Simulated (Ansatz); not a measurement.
## Effect of x(Ti) = 0.25, 12 atoms, C2/m on hypothetical CdI2 type HfO2

The parent structure is HfO$_{2}$ in the CdI2 type structure (space group P-3m1, No. 164; a = 3.227 Å, c = 4.556 Å; a hypothetical phase, not in the database extracts checked; layered, stacked along the Cartesian z axis).

The other end (x = 1) is TiO2 in the CdI2 type structure (space group P-3m1, No. 164; a hypothetical phase, not in the database extracts checked; layered, stacked along the Cartesian z axis): 11.50 Å³/atom, gap 2.91 eV; this end may not be an ambient phase.

It is then changed as follows: Ti replaces 25.0 % of the Hf, ordered in a cell of 12 atoms (starting symmetry C2/m) and fully relaxed.

Computed with r2SCAN+rVV10 (Ansatz, a quantum-chemistry and plane-wave program), no spin-orbit coupling. k-mesh 7×7×6 (Γ-centred); smearing 0.05 eV (Fermi–Dirac), for the changed cell.

The volume per atom drops by 0.58 Å³ (13.69 Å³ → 13.11 Å³) and the band gap shrinks by 1.45 eV (4.92 eV → 3.47 eV). The gap character (in this cell's own zone, which can be folded) is indirect, Γ–C (50 % along) → C and the mixing energy is +21 meV/atom (against an end that may be hypothetical). The bowing parameter b of this ordering, from Eg = [1−x] Eg[0] + x Eg[1] − b x [1−x], is 5.0 eV and the mean first-shell distances is Hf–O 2.088 Å (end compound 2.096 Å), Ti–O 1.994 Å (end compound 1.962 Å).

Final structure:

```xyz
12
Lattice="4.5358 -3.1653 0.0000 4.5358 3.1653 0.0000 -0.0420 0.0000 5.4801" Properties=species:S:1:pos:R:3 pbc="T T T"
Hf     0.0000     0.0000     0.0000
Ti     4.5358     0.0000     0.0000
Hf     4.5148    -1.5571     2.7400
Hf     4.5148     1.5571     2.7400
O      8.0752     0.0000     3.6368
O      3.5415     0.0000     3.7222
O      3.5769    -1.5119     0.8713
O      3.5769     1.5119     0.8713
O      5.4527     1.5119     4.6087
O      5.4527    -1.5119     4.6087
O      0.9545     0.0000     1.8433
O      5.4882     0.0000     1.7579
```

These are small ordered cells, not random alloys; other orderings at the same x differ. With Hf present, leaving out spin-orbit coupling can change the band edges. Stability against distortions was not tested. The final runs are not spin-polarised. k-point labels follow each cell's own Brillouin zone.
